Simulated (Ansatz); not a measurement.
```
AlAs
1.0
   -0.09504     2.83713     2.83713
    2.74209     0.00000     2.74209
    2.83713     2.83713    -0.09504
As Al
1 1
Cartesian
  4.11313   4.22690   4.11313
  0.00000   0.02879   0.00000
```

No spin polarisation.

Calculations: plane-wave PAW DFT at the PBEsol level (Ansatz, a first-principles code, 420 eV), no spin-orbit coupling, earlier PAW set. Γ-centred 10×10×10 mesh, Fermi–Dirac width 0.05 eV.

Predict the band gap, stress, space group and valence-band top at Γ.

The band gap comes out as 0.83 eV and the stress (xx, yy, zz, yz, xz, xy; compression positive) is (0.14, -0.09, 0.14, 0.00, 3.46, 0.00) GPa. The space group is Imm2 (No. 44). The valence-band top at Γ (three highest levels, from the VBM) is 0.00, -0.34, -0.57 eV.

The cells carry an imposed strain or load. Stability against distortions was not tested. The cell was made from AlAs in the zinc blende structure (space group F-43m, No. 216) by this change: tensor shear ε_xz = −3.35 %.
